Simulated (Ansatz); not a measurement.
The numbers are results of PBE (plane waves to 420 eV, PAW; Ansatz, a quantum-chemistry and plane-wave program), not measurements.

Planar average of the electrostatic potential across the slab, in eV from the Fermi level, for a constructed model of the (0001) surface of hcp Ru, (√3x√3)R30° layer of N, one a cell, in the other hollow (bottom of the slab: a bare face, its two planes held):

```tsv
z (Å)	V (eV)
3.56	5.04
3.86	5.04
4.16	5.04
4.45	5.04
4.75	5.03
5.05	5.01
5.34	4.98
5.64	4.90
5.94	4.75
6.23	4.41
6.53	3.70
6.83	2.20
7.12	-1.14
7.42	-9.81
7.72	-21.58
8.02	-27.88
8.31	-23.90
8.61	-12.79
8.91	-3.41
9.20	-1.89
9.50	-7.89
9.80	-19.55
10.09	-27.68
10.39	-26.08
10.69	-15.97
10.98	-5.26
11.28	-1.89
11.58	-5.96
11.88	-17.00
12.17	-26.57
12.47	-27.18
12.77	-18.33
13.06	-6.91
13.36	-1.76
13.66	-3.81
13.95	-13.51
14.25	-24.50
14.55	-28.12
14.84	-21.57
15.14	-9.94
15.44	-2.57
15.73	-3.04
16.03	-11.43
16.33	-22.91
16.62	-28.27
16.92	-23.39
17.22	-12.00
17.52	-3.08
17.81	-1.88
18.11	-8.09
18.41	-19.79
18.70	-27.75
19.00	-25.86
19.30	-15.80
19.59	-6.25
19.89	-2.59
20.19	-0.13
20.48	2.86
20.78	4.87
21.08	5.49
21.38	5.72
21.67	5.80
21.97	5.84
22.27	5.85
22.56	5.85
22.86	5.86
23.16	5.86
23.45	5.86
23.75	5.86
24.05	5.86
24.34	5.86
```

Model: 19-atom slab, 12.4 Å thick at the start, 9x9x1 mesh, Fermi-Dirac 0.1 eV, dipole correction, 6 atoms held, the rest relaxed; start symmetry kept, larger cells not searched; no spin, no spin-orbit, no U. In PBE it lies 0.22 eV a 1x1 cell over the lowest computed structure of the same composition ((√3x√3)R30° layer of N, one a cell, on the site that continues the host's stacking).

Task: The surface cell has an area of 19.24 Å². What dipole along the normal does the step between the two vacuum levels imply?

Result: the top vacuum level lies 0.81 eV above the bottom one; p = −ε₀ A ΔV (ε₀ = 0.005526 e/(V·Å)) gives -0.09 e·Å a cell.
